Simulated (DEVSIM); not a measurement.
# abrupt Si n-p junction

System: abrupt Si n-p junction, at 250 K.

```tsv
layer (left to right)	material	thickness (μm)	Nd (cm⁻³)	Na (cm⁻³)	τn (s)	τp (s)
1	Si	1.20	1.6e17	-	0.00093	0.028
2	Si	0.300	-	1.6e16	0.00093	0.00093
```

Left contact: ohmic. Right contact: ohmic. Voltage is applied to the left contact. Recombination: SRH at mid-gap, radiative, Auger. Mobility is μmin + (μ − μmin)/(1 + (N/Nref)^α).

This is a model device: material constants are rounded textbook-type values typed into the input, and sizes, dopings and lifetimes were drawn at random. Values at 300 K; Nc and Nv go as T^1.5, mobilities as T to minus their exponent, the gap by Varshni's rule with the affinity fixed.

```
parameter               Si
----------------  --------
gap (eV)             1.124
affinity (eV)         4.05
permittivity          11.7
Nc (cm⁻³)          2.86e19
Nv (cm⁻³)           3.1e19
μn (cm²/Vs)           1417
μp (cm²/Vs)            470
μn,min                  52
μp,min                  45
Nref,n              9.7e16
Nref,p              2.2e17
αn                    0.68
αp                    0.72
T exponent of μn       2.3
T exponent of μp       2.2
B (cm³/s)          4.7e-15
Cn (cm⁶/s)         2.8e-31
Cp (cm⁶/s)         9.9e-32
Varshni α (eV/K)  0.000473
Varshni β (K)          636
```

DEVSIM, 1D drift-diffusion, Boltzmann statistics, complete ionisation; no tunnelling, impact ionisation, image-force lowering or self-heating.

```yaml
potential_step_across_the_device_at_zero_bias: 0.873 V
largest_field_in_the_device_at_zero_bias: 61000 V/cm
Dark forward voltage at 1 A/cm²: 0.640 V
Dark forward voltage at 100 A/cm²: 0.744 V
```

Dark forward current:

```tsv
V (V)	J (A/cm²)
-0.05	-3.3e-12
-0.10	-3.3e-11
-0.15	-3.1e-10
-0.25	-2.7e-8
-0.30	-2.5e-7
-0.35	-2.3e-6
-0.40	-2.2e-5
-0.50	-0.0019
-0.55	-0.018
-0.60	-0.17
-0.65	-1.6
-0.75	-130
-0.80	-880
-0.85	-3500
```

Dark reverse current:

```json
[
 {"V (V)": "0.20", "J (A/cm²)": "6.4e-13"},
 {"V (V)": "0.50", "J (A/cm²)": "1.2e-12"},
 {"V (V)": "1.00", "J (A/cm²)": "2.5e-12"},
 {"V (V)": "1.50", "J (A/cm²)": "4.0e-12"},
 {"V (V)": "2.00", "J (A/cm²)": "5.5e-12"},
 {"V (V)": "3.00", "J (A/cm²)": "8.5e-12"},
 {"V (V)": "4.00", "J (A/cm²)": "1.1e-11"},
 {"V (V)": "5.00", "J (A/cm²)": "1.4e-11"},
 {"V (V)": "6.50", "J (A/cm²)": "1.8e-11"}
]
```
